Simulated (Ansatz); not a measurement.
Take Al in the fcc (Cu type) structure (space group Fm-3m, No. 225; a = 3.994 Å; relaxed with 0.1 eV smearing) as the base.

The values are results of r2SCAN in Ansatz (plane waves to 500 eV, PAW, scalar-relativistic without spin-orbit coupling), not measurements.

Strains are applied to the cell and any free atomic positions relax.

One change was made to it. Results:

| quantity | base | after |
|---|---|---|
| energy relative to the base (free energy F) | 0 meV/atom | +4.0 meV/atom |
| pressure | 0.0 GPa | -2.6 GPa |

Task: Which of these changes matches the shifts?
A. isotropic strain +1.00 %
B. isotropic strain +3.00 %
C. isotropic strain +1.50 %

Result: A, isotropic strain +1.00 %. For comparison, the energy relative to the base in the other runs: isotropic strain +3.00 % gives +33 meV/atom; isotropic strain +1.50 % gives +8.8 meV/atom.

Stability against distortions was not tested.

Ansatz is a quantum-chemistry and plane-wave program.
